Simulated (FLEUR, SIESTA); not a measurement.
A FLEUR input for a self-consistent single point of V (Im-3m, 1 atom in the cell) (DFT, LDA (Perdew-Zunger), all-electron FLAPW (FLEUR), scalar-relativistic valence):

Input of the input generator:

```
V
&input film=f /
-2.8878454486 2.8878454486 2.8878454486
2.8878454486 -2.8878454486 2.8878454486
2.8878454486 2.8878454486 -2.8878454486
1.0
1.0 1.0 1.0

1
23 0.0000000000 0.0000000000 0.0000000000

&comp jspins=1 /
&exco xctyp='pz' /
&kpt div1=20 div2=20 div3=20 gamma=t /
&end /
```

```xml
<?xml version="1.0" encoding="UTF-8" standalone="no"?>
<fleurInput fleurInputVersion="0.39">
   <comment>
      V                                                                                                   
   </comment>
   <calculationSetup>
      <cutoffs Kmax="4.4" Gmax="13.2" GmaxXC="13.2" numbands="0"/>
      <scfLoop itmax="60" minDistance="0.00001" maxIterBroyd="40" imix="Anderson" alpha="0.05" precondParam="0.0" spinf="2.0"/>
      <coreElectrons ctail="T" frcor="F" kcrel="0" coretail_lmax="0"/>
      <xcFunctional name="pz" relativisticCorrections="F"/>
      <magnetism jspins="1"/>
      <soc l_soc="F" theta="0.0" phi="0.0" spav="F"/>
      <expertModes spex="0" secvar="F"/>
      <geometryOptimization l_f="T" forcealpha="1.0" forcemix="BFGS" epsdisp="0.00001" epsforce="0.00001"/>
      <ldaU l_linMix="F" mixParam="0.05" spinf="1.0"/>
   </calculationSetup>
   <cell>
      <bzIntegration valenceElectrons="13.0" mode="gauss" fermiSmearingEnergy="0.00499791">
         <kPointListSelection listName="default-1"/>
         <!-- k-points included here -->
         <xi:include xmlns:xi="http://www.w3.org/2001/XInclude" href="kpts.xml"> </xi:include>
      </bzIntegration>
      <!-- symmetry operations included here -->
      <xi:include xmlns:xi="http://www.w3.org/2001/XInclude" href="sym.xml"> </xi:include>
      <bulkLattice scale="1.0">
         <bravaisMatrix>
            <row-1>   -2.8878454485999998     2.8878454485999998     2.8878454485999998</row-1>
            <row-2>    2.8878454485999998    -2.8878454485999998     2.8878454485999998</row-2>
            <row-3>    2.8878454485999998     2.8878454485999998    -2.8878454485999998</row-3>
         </bravaisMatrix>
      </bulkLattice>
   </cell>
   <atomSpecies>
      <species name="Vanadium (V)" element="V" atomicNumber="23">
         <mtSphere radius="2.29" gridPoints="807" logIncrement="0.015"/>
         <atomicCutoffs lmax="10" lnonsphr="8"/>
         <electronConfig flipSpins="F">
            <coreConfig>(1s1/2) (2s1/2) (2p1/2) (2p3/2)</coreConfig>
            <valenceConfig>(3s1/2) (3p1/2) (3p3/2) (4s1/2) (3d3/2) (3d5/2)</valenceConfig>
            <stateOccupation state="(3d3/2)" spinUp="0.6" spinDown="0.6"/>
            <stateOccupation state="(3d5/2)" spinUp="0.9" spinDown="0.9"/>
         </electronConfig>
         <energyParameters s="4" p="4" d="3" f="4"/>
         <lo type="SCLO" l="0" n="3" eDeriv="0"/>
         <lo type="SCLO" l="1" n="3" eDeriv="0"/>
      </species>
   </atomSpecies>
   <atomGroups>
      <atomGroup species="Vanadium (V)">
         <relPos label="                   1">.0000000000 .0000000000 .0000000000</relPos>
         <force calculate="T" relaxXYZ="TTT"/>
      </atomGroup>
   </atomGroups>
   <output dos="F" band="F" slice="F">
      <checks vchk="F" cdinf="F"/>
      <bandDOS minEnergy="-.5*Htr" maxEnergy="0.5*Htr" sigma="0.015" storeEVData="T"/>
      <vacuumDOS vacdos="F" integ="F" star="F" nstars="0" locx1="0.0" locy1="0.0" locx2="0.0" locy2="0.0" nstm="0" tworkf="0.0"/>
      <unfoldingBand unfoldBand="F" supercellX="1" supercellY="1" supercellZ="1"/>
      <plotting iplot="0" polar="F">
         <plot TwoD="T" vec1="  1.0  0.0  0.0" vec2="  0.0  1.0  0.0" vec3="  0.0  0.0  1.0" zero="  0.0  0.0  0.0" file="plot"/>
      </plotting>
      <chargeDensitySlicing numkpt="0" minEigenval="0.0" maxEigenval="0.0" nnne="0" pallst="F"/>
      <specialOutput eonly="F"/>
      <magneticCircularDichroism mcd="F" energyLo="-10.0" energyUp="0.0"/>
   </output>
  <!-- We include the file relax.xml here to enable relaxations (see documentation) -->
  <xi:include xmlns:xi="http://www.w3.org/2001/XInclude" href="relax.xml"> <xi:fallback/> </xi:include>
</fleurInput>
```

Task: Translate this input to SIESTA.

Result: This is the input that was run; spellings and numerical settings could be chosen otherwise.

```
# files in the folder: V.psml (PseudoDojo LDA standard)
SystemName  V
SystemLabel V

NumberOfAtoms                1
NumberOfSpecies              1
%block ChemicalSpeciesLabel
  1 23 V
%endblock ChemicalSpeciesLabel
LatticeConstant              1.0 Ang
%block LatticeVectors
    -1.528182000    1.528182000    1.528182000
     1.528182000   -1.528182000    1.528182000
     1.528182000    1.528182000   -1.528182000
%endblock LatticeVectors
AtomicCoordinatesFormat      Fractional
%block AtomicCoordinatesAndAtomicSpecies
     0.000000000    0.000000000    0.000000000  1
%endblock AtomicCoordinatesAndAtomicSpecies

XC.functional                LDA
XC.authors                   PW92
PAO.BasisSize                DZP
PAO.EnergyShift              0.005 Ry
MeshCutoff                   300 Ry
%block kgrid.MonkhorstPack
   20   0   0  0.0
    0  20   0  0.0
    0   0  20  0.0
%endblock kgrid.MonkhorstPack
OccupationFunction           MP
OccupationMPOrder            0
ElectronicTemperature        136.0 meV

MaxSCFIterations             150
SCF.Mixer.Method             Pulay
SCF.Mixer.Weight             0.1
SCF.Mixer.History            6
SCF.DM.Tolerance             1.0E-04
Diag.ParallelOverK           true
WriteForces                  true
```

Basis settings and potentials, where a program has them, do not carry over. This input uses DFT, LDA PW92, numerical atomic orbitals DZP, PseudoDojo LDA standard norm-conserving potentials (rewritten from UPF to PSML). LDA parametrisations can differ slightly between programs.

The starting cell comes from a database of computed structures (which also holds hypothetical and non-ambient phases and stackings), without a prior relaxation at this level. Its lattice was rescaled by a random factor within 2.5 % of one.
